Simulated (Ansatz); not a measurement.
**Ta5Si3 (P6₃/mcm, No. 193, 16 atoms in the cell; start mp-10203; a measured phase of this formula has another space group)**

Computed with PBEsol (Ansatz, a quantum-chemistry and plane-wave program, plane waves, PAW).

Settings: plane-wave cutoff 500 eV, 6×6×8 k mesh (along the axes of the cell as run), Fermi–Dirac smearing 0.05 eV, scalar-relativistic PAW data made under PBE.

Cell (relaxed at this level):

```xyz
16
Lattice="7.4639 0.0000 0.0000 -3.7320 6.4639 0.0000 0.0000 0.0000 5.2184" Properties=species:S:1:pos:R:3 pbc="T T T"
Ta     2.8169     4.8791     1.3046
Ta     0.9150     1.5849     3.9138
Ta    -2.8169     4.8791     3.9138
Ta    -0.9150     1.5849     1.3046
Ta     1.8301     0.0000     1.3046
Ta     5.6339     0.0000     3.9138
Ta     3.7320     2.1546     0.0000
Ta     0.0000     4.3093     0.0000
Ta     0.0000     4.3093     2.6092
Ta     3.7320     2.1546     2.6092
Si    -2.2543     3.9046     1.3046
Si    -1.4776     2.5593     3.9138
Si     2.9553     0.0000     3.9138
Si     4.5086     0.0000     1.3046
Si     1.4776     2.5593     1.3046
Si     2.2543     3.9046     3.9138
```

For Ta5Si3 (P6₃/mcm, No. 193, 16 atoms in the cell; start mp-10203; a measured phase of this formula has another space group), the band gap is zero (no gap).

Note: the relaxation could not lower the start's symmetry, so the cell can be a saddle point above a distorted one.

Spin–orbit coupling is not included.

Computed values are for the static lattice.

It cost very roughly 9 core-minutes of CPU time.

A start named mp-… is a Materials Project structure, which need not be a measured phase.
